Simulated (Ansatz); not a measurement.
## Zone-centre phonon calculation of NaAu (P4/mmm, 2 atoms in the cell) at several settings

```xyz
2
Lattice="3.2466 0.0000 0.0000 0.0000 3.2466 0.0000 0.0000 0.0000 4.2554" Properties=species:S:1:pos:R:3 pbc="T T T"
Na     1.6233     1.6233     2.1277
Au     0.0000     0.0000     0.0000
```

Base: PBE run with Ansatz (a quantum-chemistry and plane-wave program). Its settings: basis.ecutwfc = 420 eV; kpoints.mp_grid.grid = 8 8 6; kpoints.mp_grid.shift = 0.5 0.5 0.5; hamiltonian.xc = pbe; hamiltonian.pseudopotentials = {kind: paw} (the program's default PAW files); scf.occupations.method = gaussian; scf.occupations.width = 0.136 eV. Starting volume 22.43 Å³ per atom.

Each line gives the change from the base single point and the result:

- phonons.method: default → dfpt: zone-centre frequencies (cm⁻¹; negative means imaginary) 0, 0, 0, 124, 124, 147.
- kpoints.mp_grid.grid: 8 8 6 → 5 5 4; phonons.method: default → dfpt: zone-centre frequencies (cm⁻¹; negative means imaginary) 0, 0, 0, 124, 124, 150.

The starting cell was generated: these elements placed on a structure prototype, without a prior relaxation; it need not be a known phase or ordering of this composition. Its lattice was rescaled by a random factor within 2.5 % of one.

Frequencies and response belong to this unrelaxed cell, and polar modes hold no LO-TO splitting.

Left out of this page: 1 run of the series outside the window shown, repeating another row's setting, or not comparable.

Keys are those of Ansatz 0.2.
